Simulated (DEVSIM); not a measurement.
Device: abrupt Si n-p junction, at 300 K.

Layer 1 from the left is Si, thickness (μm) 2.90, Nd (cm⁻³) 8.6e14, τn (s) 3.7e-7, τp (s) 3.7e-7. Layer 2 from the left is Si, thickness (μm) 300, Na (cm⁻³) 2.4e17, τn (s) 3.7e-7, τp (s) 3.7e-7.

Left contact: ohmic. Right contact: ohmic. Voltage is applied to the left contact. Recombination: SRH at mid-gap, radiative, Auger. Mobility is constant in doping.

This is a model device: material constants are rounded textbook-type values typed into the input, and sizes, dopings and lifetimes were drawn at random. Values at 300 K.

Si: gap (eV) 1.124, affinity (eV) 4.05, permittivity 11.7, Nc (cm⁻³) 2.86e19, Nv (cm⁻³) 3.1e19, μn (cm²/Vs) 1417, μp (cm²/Vs) 470, B (cm³/s) 4.7e-15, Cn (cm⁶/s) 2.8e-31, Cp (cm⁶/s) 9.9e-32.

DEVSIM, 1D drift-diffusion, Boltzmann statistics, complete ionisation; no tunnelling, impact ionisation, image-force lowering or self-heating.

Question: What does the simulation give for the potential step across the device at zero bias, the dark forward voltage at 1 A/cm²?

Answer: potential step across the device at zero bias 0.729 V; dark forward voltage at 1 A/cm² 0.539 V.
